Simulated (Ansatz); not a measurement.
Data:

```xyz
4
Lattice="2.2942 1.3246 7.4457 -2.2942 1.3246 7.4457 0.0000 -2.6491 7.4457" Properties=species:S:1:pos:R:3 pbc="T T T"
Ba     0.0000     0.0000    16.9339
Ba     0.0000     0.0000     5.4033
P      0.0000     0.0000    11.1686
Cl     0.0000     0.0000     0.0000
```

All values below come from PBEsol, rigid bands (plane waves, PAW, scalar-relativistic; Ansatz, a program for electronic structure). How the cell was made: cell and atoms relaxed with PBEsol.

Question: What conductivity effective mass do dilute holes have at 300 K?

Answer: 2.3 (x), 2.3 (y), 8.1 (z) mₑ.

Question: Predict the electron conductivity mass (n e² τ/σ) at 300 K, by direction if it differs.

Answer: 0.47 mₑ.

Question: And the band gap?

Answer: 1.04 eV at this level; semilocal functionals usually fall short of the measured gap.

Rigid bands, one relaxation time for all states, no polarons. Spin-orbit coupling is left out; where it splits the top of the valence band it changes the hole mass and lowers the gap by about a third of the splitting.

Formula and space group known from diffraction (Crystallography Open Database), not checked to be the room-temperature form: Ba2PCl (R-3m).
